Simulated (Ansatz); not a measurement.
Base system: BN in the zinc blende structure (space group F-43m, No. 216).

```xyz
2
Lattice="0.0000 1.8049 1.8049 1.8049 0.0000 1.8049 1.8049 1.8049 0.0000" Properties=species:S:1:pos:R:3 pbc="T T T"
B      0.0000     0.0000     0.0000
N      0.9024     0.9024     0.9024
```

Cartesian axes are those of the cell as printed.

Level of theory: Ansatz (a first-principles code) r2SCAN, without spin-orbit coupling.

For the base:

- Valley order: X along ⟨100⟩ 5.00 eV
- Pressure: 0.00 GPa
- Smallest direct gap: 9.59 eV
- Valence-band top at Γ: 0.00, 0.00, 0.00 eV

Modification: the cell is stretched by 0.50 % along z with no lateral relaxation; the atoms relax in the strained cell.

**Question.** What happens to the valley order?

**Answer.** The valley order (the lowest conduction-band minima on the path, energy above the VBM, named in the base's zone) becomes X along [010] 4.95 eV; X along [001] 5.04 eV (base: X along ⟨100⟩ 5.00 eV).

**Question.** What happens to the pressure?

**Answer.** The pressure (mean of the normal stresses, compression positive) goes from zero to -1.93 GPa.

**Question.** What does the calculation give for the smallest direct gap after the change?

**Answer.** The smallest direct gap drops by 0.054 eV (9.59 eV → 9.53 eV).

**Question.** Estimate the effect on the valence-band top at Γ.

**Answer.** The valence-band top at Γ (three highest levels, from the VBM) changes from 0.00, 0.00, 0.00 eV to 0.00, 0.00, -0.05 eV.

**Question.** What happens to the energy relative to the base?

**Answer.** The energy rises by 0.4 meV/atom.

Whether these cells are dynamically stable was not tested.
